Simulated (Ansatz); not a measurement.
# Effect of isotropic strain +3.00 % on MgTe

Take MgTe in the wurtzite structure (space group P6_3mc, No. 186; a = 4.5614 Å, c = 7.4119 Å) as the base.

Modification: every lattice vector is stretched by 3.00 %; the atoms relax in the strained cell.

All numbers come from PBEsol, PAW, 420 eV (Ansatz, a program for electronic structure; without spin-orbit coupling). k-mesh 8×8×5 (Γ-centred); smearing 0.05 eV (Fermi–Dirac).

| quantity | base | changed | shift |
|---|---|---|---|
| volume per atom | 33.39 Å³ | 36.49 Å³ | +3.10 Å³ |
| space group | P6_3mc (No. 186) | P6_3mc (No. 186) | – |
| shortest interatomic distance | 2.787 Å | 2.871 Å | +0.084 Å |
| energy relative to the base (free energy F) | 0 meV/atom | +28 meV/atom | +28 meV/atom |
| pressure (mean of the normal stresses, compression positive) | -0.01 GPa | -2.67 GPa | -2.66 GPa |
| band gap | 2.39 eV | 2.01 eV | -0.38 eV |
| gap character | direct at Γ | direct at Γ | – |
| mean gap deformation potential ΔEg/Δln V | – | -4.2 eV | – |
| electron mass | 0.15 mₑ along c, 0.17 mₑ across (at Γ) | 0.15 mₑ along c, 0.16 mₑ across (at Γ) | – |
| valence-band top at Γ (three highest levels, from the VBM) | 0.00, -0.02, -0.02 eV | 0.00, -0.02, -0.02 eV | – |

Final structure:

```xyz
4
Lattice="4.6983 0.0000 0.0000 -2.3491 4.0688 0.0000 0.0000 0.0000 7.6343" Properties=species:S:1:pos:R:3 pbc="T T T"
Mg     0.0000     2.7125     7.6311
Mg     2.3491     1.3563     3.8140
Te     0.0000     2.7125     2.8736
Te     2.3491     1.3563     6.6908
```

Cost of the whole job for the changed cell (relaxation, final SCF and bands): very roughly 50 core-seconds.

Spin-orbit coupling, missing from the scalar runs, can matter with Te. Effective masses come from finite differences of ±0.01 Å⁻¹. Stability against distortions was not tested.
